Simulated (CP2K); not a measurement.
A series of runs on LaSi₂Au₂ (I4/mmm, 5 atoms in the cell)

```
La(SiAu)2
1.0
    5.96241     0.00000     0.00000
    2.73932     5.29590     0.00000
   -4.35086    -2.64795     3.09979
La Si Au
1 2 2
Direct
  0.00000   0.00000   0.00000
  0.61582   0.61582   0.00000
  0.38418   0.38418   0.00000
  0.75000   0.25000   0.50000
  0.25000   0.75000   0.50000
```

Base run A: PBEsol, GPW, DZVP-MOLOPT-SR-GTH basis, GTH-PBE potentials (GTH_POTENTIALS) in CP2K, self-consistent single point.

Its settings: CUTOFF = 500 Ry; REL_CUTOFF = 50 Ry; SMEAR/METHOD = MARZARI_VANDERBILT; SIGMA = 0.136 eV; KPOINTS/SCHEME = MONKHORST-PACK 6 6 6; GAMMA_CENTERED = T; XC_FUNCTIONAL = PBE:PBESOL; La/BASIS_SET = DZVP-MOLOPT-SR-GTH-q11; La/POTENTIAL = GTH-PBE-q11; Si/BASIS_SET = DZVP-MOLOPT-SR-GTH-q4; Si/POTENTIAL = GTH-PBE-q4; Au/BASIS_SET = DZVP-MOLOPT-SR-GTH-q11; Au/POTENTIAL = GTH-PBE-q11; METHOD = GPW; EPS_DEFAULT = 1e-10; NGRIDS = 5; SCF_GUESS = ATOMIC; EPS_SCF = 1e-07; MAX_SCF = 100; ADDED_MOS = 8.

The starting cell comes from a database of computed structures (which also holds hypothetical and non-ambient phases and stackings), without a prior relaxation at this level. Values carry the incompleteness of an atom-centred basis. The potentials were made for another functional than the one used.

ΔF is the free energy per atom less that of run A. 

Run A gave: pressure (GPa) 0.38; largest force (eV/Å) 0.041; TS (meV/atom) 0.1; k-points 112.

Runs:
- B: SIGMA: 0.136 eV → 0.03 eV; KPOINTS/SCHEME: MONKHORST-PACK 6 6 6 → MONKHORST-PACK 5 5 5; GAMMA_CENTERED: T → default
- C: SIGMA: 0.136 eV → 0.1 eV; KPOINTS/SCHEME: MONKHORST-PACK 6 6 6 → MONKHORST-PACK 5 5 5; GAMMA_CENTERED: T → default
- D: SIGMA: 0.136 eV → 0.3 eV; KPOINTS/SCHEME: MONKHORST-PACK 6 6 6 → MONKHORST-PACK 5 5 5; GAMMA_CENTERED: T → default
- E: SIGMA: 0.136 eV → 0.03 eV
- F: SIGMA: 0.136 eV → 0.1 eV
- G: SIGMA: 0.136 eV → 0.3 eV
- H: SIGMA: 0.136 eV → 0.03 eV; KPOINTS/SCHEME: MONKHORST-PACK 6 6 6 → MONKHORST-PACK 7 7 7; GAMMA_CENTERED: T → default
- I: SIGMA: 0.136 eV → 0.1 eV; KPOINTS/SCHEME: MONKHORST-PACK 6 6 6 → MONKHORST-PACK 7 7 7; GAMMA_CENTERED: T → default
- J: SIGMA: 0.136 eV → 0.3 eV; KPOINTS/SCHEME: MONKHORST-PACK 6 6 6 → MONKHORST-PACK 7 7 7; GAMMA_CENTERED: T → default

Question: What does run B change against A?

Answer: The free energy is nearly the same (within 1 meV/atom), the pressure stays near 0.36 GPa while the xx stress (positive for compression) goes from 0.67 to 0.24 GPa and the largest force goes from 0.041 to 0.058 eV/Å.

Question: What does run J change against A?

Answer: The free energy goes up by 4.4 meV/atom, the pressure hardly changes (0.38 to 0.46 GPa) and the largest force goes from 0.041 to 0.036 eV/Å.

```tsv
run	ΔF (meV/atom)	pressure (GPa)	largest force (eV/Å)	TS (meV/atom)	k-points
A	0.00	0.38	0.041	0.1	112
B	-0.02	0.36	0.058	0.0	63
C	0.31	0.43	0.001	-0.6	63
D	1.40	0.50	0.009	-0.7	63
E	0.24	0.35	0.045	0.1	112
F	0.08	0.36	0.054	0.3	112
G	0.91	0.42	0.000	-1.8	112
H	4.7	0.40	0.079	0.1	172
I	4.7	0.42	0.051	0.0	172
J	4.4	0.46	0.036	1.1	172
```
